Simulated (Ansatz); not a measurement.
The parent structure is ZnCu in the CsCl type structure (space group Pm-3m, No. 221; a = 2.964 Å; relaxed with 0.1 eV smearing).

The values are results of Ansatz (an electronic-structure program) PBE, without spin-orbit coupling, not measurements.

Strains are applied to the cell and any free atomic positions relax.

One change was made to it. Results:

The pressure goes from zero to -3.2 GPa; the energy grows by 4.0 meV/atom.

Problem. Which of these changes matches the shifts?
A) isotropic strain −0.50 %
B) isotropic strain −2.00 %
C) isotropic strain −1.00 %
D) isotropic strain +1.00 %
E) isotropic strain +3.00 %

Solution. D, isotropic strain +1.00 %. For comparison, the pressure in the other runs: isotropic strain −0.50 % gives 1.8 GPa; isotropic strain +3.00 % gives -8.1 GPa; isotropic strain −1.00 % gives 3.7 GPa; isotropic strain −2.00 % gives 8.1 GPa.

Stability against distortions was not tested. All final runs are without spin polarisation.
